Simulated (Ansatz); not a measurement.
Base system: Te (space group P3_121, No. 152; a = 4.5211 Å, c = 5.9549 Å; made of chains).

Level of theory: DFT with PBE, PAW potentials and a 420 eV plane-wave cutoff in Ansatz (a quantum-chemistry and plane-wave program), scalar-relativistic without spin-orbit coupling, earlier PAW set.

Before the change:

The pressure comes out as 0.00 GPa.

Perturbation: every lattice vector is shortened by 0.82 %, atoms relaxed at fixed cell.

Problem. Estimate the effect on the largest internal atomic displacement, pressure and energy relative to the base.

Solution. The largest internal atomic displacement amounts to 0.023 Å; the pressure (mean of the normal stresses, compression positive) goes from zero to 0.63 GPa; the energy rises by 1.6 meV/atom.

The cells carry an imposed strain or load. Stability against distortions was not tested. No dispersion term is included, though the crystal is made of layers, chains or molecules, so its spacings can come out too wide.
